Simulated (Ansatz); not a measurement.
The starting structures come from a database of crystals and need not be the phases stable at ambient conditions.

Tunnelling through a barrier is set by its complex band structure: the current falls as exp(−2κd) with the smallest κ.

Input:

```
K2GeSe3
1.0
    6.87888     0.00000     0.00000
   -2.49236     8.27738     0.00000
   -2.92488     1.08400     6.74605
K Ge Se
4 2 6
Direct
  0.61142   0.89030   0.79754
  0.38858   0.10970   0.20246
  0.84739   0.68033   0.46280
  0.15261   0.31967   0.53720
  0.13981   0.68371   0.05847
  0.86019   0.31629   0.94153
  0.33550   0.71572   0.38443
  0.66450   0.28428   0.61557
  0.13370   0.91129   0.81559
  0.86630   0.08871   0.18441
  0.77621   0.53492   0.03619
  0.22379   0.46508   0.96381
```

Space group of this cell: P-1. The cell is taken as given.

Transport runs along the normal of the first two printed cell vectors.

No gap correction and no spin-orbit coupling; mid-gap values are interpolated between computed energies.

Problem. Compute, with r2SCAN run with Ansatz (an electronic-structure program), the band gap and the smallest decay constant κ at mid-gap.

Solution. Gap 2.11 eV on a 6×4×6 mesh; κ = 0.237 1/Å, at the zone centre.
